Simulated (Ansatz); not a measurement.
Results of r²SCAN (Ansatz, a quantum-chemistry and plane-wave program, plane waves, PAW) for CsCl-type CoAl.

Input file:

Ansatz 0.2 input:
```yaml
crystal:
  lattice:
    - [2.861, 0.0, 0.0]
    - [0.0, 2.861, 0.0]
    - [0.0, 0.0, 2.861]
  atoms:
    - { symbol: Al, position: [0.5, 0.5, 0.5] }
    - { symbol: Co, position: [0.0, 0.0, 0.0] }
basis:
  ecutwfc: 560
  ecutrho_ratio: 4
  xc_grid: 3
kpoints:
  mp_grid: { grid: [20, 20, 20] }
hamiltonian:
  xc: r2scan
  dispersion: none
  pseudopotentials: { kind: paw }
scf:
  occupations: { method: fermi_dirac, width: 0.05 }
  convergence: { dr2_threshold: 0.0000000002 }
output:
  forces: true
  stress: true
  eigenvalues: true
```

From the output:

```
Crystal: 2 atoms, lattice volume = 23.418 Å³
Basis set: ecut = 560 eV, 739 PW (Γ), exchange–correlation on 72×72×72 points (27 copies of the dense FFT grid, shifted against one another)
Bands: 14, of which v1, the nominal top of the filled ones, is band 10 counted from 1 (9 counted from 0)
Symmetry: 48 space group operations
Space group: Pm-3m (ITA 221), of the structure as read, at distance tolerance 2.9e-5 Å
k-points: 286 of 8000
Functional: x = r2scan, c = r2scan; τ floored in thin density (d = 2e-4 eV/Å³)
SCF iter   1: F=—  HF=-5672.946717 eV  |F-HF|=—  |Δ(HF+E_count)|=         —  Δρ=8.57e-3  dr2=8.52e-3  dr2_τ=5.07e-2
SCF iter   2: F=—  HF=-5673.003267 eV  |F-HF|=—  |Δ(HF+E_count)|=   5.65e-2  Δρ=5.73e-3  dr2=4.02e-3  dr2_τ=1.45e-4
  ...
SCF iter   8: F=—  HF=-5673.003268 eV  |F-HF|=—  |Δ(HF+E_count)|=   7.67e-9  Δρ=2.52e-6  dr2=7.22e-10  dr2_τ=2.12e-10
SCF iter   9: F=-5673.003268 eV  HF=-5673.003268 eV  |F-HF|=6.37e-12  |Δ(HF+E_count)|=  9.64e-11  Δρ=5.24e-7  dr2=2.79e-11  dr2_τ=1.05e-12
SCF 1 converged in 9 iterations: F = -5673.003268 eV  dr2 = 2.79e-11
SCF converged after 9 iterations
Free energy (F): -5673.003268 eV
Internal energy: -5672.997123 eV  (E = F + TS)
E sigma→0 (E₀):  -5673.000196 eV
Fermi energy:    14.230143 eV
--- Forces (eV/Å), atoms counted from 1 ---
  atom   1  Al     0.00000000    -0.00000000     0.00000000
  atom   2  Co    -0.00000000     0.00000000    -0.00000000
--- Stress (GPa, compression-positive) ---
       -7.263807       0.000000       0.000000
        0.000000      -7.263807       0.000000
        0.000000       0.000000      -7.263807
  P = ⅓ Tr σ = -7.2638 GPa (-72.638 kbar)
```

The PAW data were made under PBE.

Note: cell and atoms aren't relaxed at this level (pressure -7.3 GPa).

Cost on a shared machine: very roughly 15 core-seconds.
